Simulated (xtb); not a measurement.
xtb 6.7.1, GFN2-xTB: Ni(Br)(OH)(bpy) ([OH][Ni]1([Br])<-[n]2ccccc2-c2cccc[n]->12), 24 atoms. The geometry is a generated start, not checked to be a minimum at this level.

```json
{
  "run_flags": "--grad",
  "method": "GFN2-xTB",
  "--acc": "1 (default)",
  "--etemp (K)": "300 (default)",
  "basis_functions": "81",
  "valence_electrons": "82"
}
```

```xyz
24

Ni     2.0295     0.5649    -0.0078
Br     3.3158     2.3551    -0.0067
O      3.4636    -0.4868    -0.0383
H      4.3285    -0.0590    -0.0510
C     -0.8877    -3.1582     0.0136
C      0.4785    -3.3977     0.0094
C      1.3414    -2.3155     0.0086
N      0.9100    -1.0620     0.0066
C     -0.4096    -0.8110     0.0116
C     -1.3388    -1.8511     0.0153
C     -0.7500     0.6124     0.0086
C     -2.0604     1.0851     0.0021
C     -2.2970     2.4466    -0.0062
C     -1.2064     3.3022    -0.0053
C      0.0681     2.7648     0.0029
N      0.3089     1.4538     0.0079
H     -1.5914    -3.9772     0.0149
H      0.8710    -4.4017     0.0066
H      2.4181    -2.4333     0.0047
H     -2.3968    -1.6453     0.0198
H     -2.8859     0.3925     0.0025
H     -3.3059     2.8296    -0.0138
H     -1.3333     4.3726    -0.0113
H      0.9297     3.4194     0.0054
```

Charge 0 and multiplicity 1 are set for this test and not shown to be the ground state.

One run each on 1 thread. Values of broydamp tried: 0.02, 0.05, 0.1, 0.2, 0.4 (default), 0.6, 0.8, 1.

Question: How does the count of SCC iterations change with broydamp, and where is it least?

Answer: Fewest SCC iterations, within one of each other: 0.2 with 18, 0.4 (default) with 17. The count rises to 41 at 0.02. All converge to one solution.

```
broydamp       SCC iterations            end
-------------  --------------  -------------
0.02                       41  same solution
0.05                       28  same solution
0.1                        24  same solution
0.2                        18  same solution
0.4 (default)              17  same solution
0.6                        23  same solution
0.8                        30  same solution
1                          31  same solution
```
